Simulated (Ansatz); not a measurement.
Levels about the gap of amorphous Si$_{24}$O$_{48}$Al (73 atoms in a cell of 1118 Å³, 2.18 g/cm³; zone centre alone, so wide bands show as single levels with stretches between that a denser mesh fills), at the geometry that PBE relaxed, where it gives 0.2 GPa on a denser mesh. The participation number counts the atoms over which a state spreads; weights are charges in smoothed Voronoi cells. The levels come from a single point, so bond lengths are those of that geometry. Method of the levels: PBE, scalar-relativistic without spin-orbit coupling (Ansatz, a program for electronic structure). Sampling: the zone centre alone; Fermi-Dirac width 0.02 eV; collinear spin, started from a total moment of 1 μB (at the end a net moment of 1.0 μB). The usual formal charges leave 3 electrons over, so the level spacing at the Fermi energy parts defect or band states and needn't be the band gap. In the spin-polarised cell the level spacing at the Fermi energy can part levels of unlike spin. At PBE the levels at both edges of the gap are localised (band-tail or defect states), and the nearest spread-out levels lie 5.2 eV apart at the zone centre.

Preparation: random packing, a CHGNet melt and quench, and a DFT relaxation. O atoms were pushed apart under 1.9 Å during the dynamics, to hinder bonds among them. The hot cell started wider than the set density and was brought back towards it in steps. It is the lowest in DFT energy of 2 quenches. It is a model cell: composition and starting density were chosen by hand, and all elements were melted together. No dispersion term was used. Its density started from a set value of 2.23 and ended at 2.18 g/cm³. Cooling (nominally 400 K/ps over its main leg) ran many orders faster than in experiment, which tends to leave more defects and strain. One small periodic cell is one sample of the glass; other quenches scatter about these values. Volume and shape were free in the relaxation. Stress components on the final sampling reach 0.7 GPa. Cycles of charging lowered its energy after that relaxation.

| E - E(highest filled), eV | filling | spin | participation number | largest on | weight O | weight Si | weight Al |
|---|---|---|---|---|---|---|---|
| -2.39 | filled | up | 8.3 | O, 2 neighbours | 0.96 | 0.03 | 0.01 |
| -2.39 | filled | dn | 8.3 | O, 2 neighbours | 0.96 | 0.03 | 0.01 |
| -2.23 | filled | up | 5.1 | O, 2 neighbours | 0.96 | 0.04 | 0.01 |
| -2.22 | filled | dn | 5.1 | O, 2 neighbours | 0.96 | 0.04 | 0.01 |
| -0.51 | filled | up | 2.8 | Si, 3 neighbours | 0.38 | 0.62 | 0.00 |
| -0.01 | filled | dn | 3.0 | Si, 3 neighbours | 0.40 | 0.60 | 0.00 |
| 0.00 | filled | up | 3.1 | Si, 3 neighbours | 0.39 | 0.60 | 0.00 |
| 1.37 | empty | dn | 3.2 | Si, 3 neighbours | 0.40 | 0.60 | 0.00 |
| 2.58 | empty | up | 37.6 | Si, 4 neighbours | 0.62 | 0.38 | 0.00 |
| 2.66 | empty | dn | 34.4 | Si, 4 neighbours | 0.59 | 0.41 | 0.00 |
| 3.56 | empty | up | 26.0 | Si, 4 neighbours | 0.57 | 0.43 | 0.00 |
| 3.57 | empty | dn | 26.5 | Si, 4 neighbours | 0.57 | 0.43 | 0.00 |
| 3.90 | empty | up | 44.0 | Si, 3 neighbours | 0.62 | 0.37 | 0.01 |
| 3.91 | empty | dn | 44.4 | Si, 3 neighbours | 0.62 | 0.37 | 0.01 |

Most localised among these is the filled level at -0.51 eV, on a Si atom, which has 3 neighbours (O 1.63 Å, O 1.64 Å, O 1.66 Å).
